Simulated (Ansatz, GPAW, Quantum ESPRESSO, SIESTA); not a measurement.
# MgNi3C (Pm-3m, 5 atoms in the cell) computed with different codes at matched settings

Self-consistent single point, at a second geometry (lattice scaled by 0.98). First geometry:

```
MgNi3C
1.0
    3.70186     0.00000     0.00000
    0.00000     3.70186     0.00000
    0.00000     0.00000     3.70186
Mg Ni C
1 3 1
Direct
  0.00000   0.00000   0.00000
  0.00000   0.50000   0.50000
  0.50000   0.00000   0.50000
  0.50000   0.50000   0.00000
  0.50000   0.50000   0.50000
```
Moments meant for the start (each program seeds them in its own way; μB, in the order of the atoms Mg Ni Ni Ni C): 0.0 2.0 2.0 2.0 0.0.

Shared settings, as Ansatz (a program for electronic structure) writes them: kpoints.mp_grid.grid = 9 9 9; scf.occupations.method = gaussian; scf.occupations.width = 0.2 eV. Potentials and cutoffs stand in the table.

| code | model | ΔF from the first geometry (meV/atom) | cutoff |
|---|---|---|---|
| Ansatz | LDA (PW92), PAW files made with PBE | 48.8 | default |
| SIESTA | LDA PW92, numerical atomic orbitals DZP, PseudoDojo LDA standard norm-conserving potentials (rewritten from UPF to PSML) | 71.2 | grid 300 Ry |
| Quantum ESPRESSO | LDA (PZ), GBRV 1.5 ultrasoft (LDA) pseudopotentials | 51.0 | 50 Ry |
| GPAW | LDA (Perdew-Wang 92), GPAW PAW datasets LDA (gpaw-data 1.0.1) | 55.4 | 900 eV |

On Ansatz's run: the starting moments vanished: the run ended non-magnetic, which need not be the lowest state. The program warned that a starting moment was not kept.

The spread over the programs that give each value: ΔF from the first geometry within 22.4 meV/atom.

SIESTA uses small atom-centred bases, whose incompleteness enters pressures, forces and empty levels differently from a plane-wave cutoff. Ansatz's pressure is given at a fixed set of plane waves, as the other plane-wave codes print theirs; with its correction for the finite basis it is 21.53 GPa. The same LDA comes in different parametrisations, which differ slightly. In the pressure, SIESTA (by 5.96) lies more than 1 GPa from the median of the plane-wave programs.

The starting cell comes from a database of computed structures (which also holds hypothetical and non-ambient phases and stackings), without a prior relaxation at this level. Its lattice was rescaled by a random factor within 2.5 % of one. For this run, on top of that: lattice scaled by 0.98.

Left out of this page: Elk and FLEUR (not drawn, or without a comparable value).

Keys are those of Ansatz 0.2.
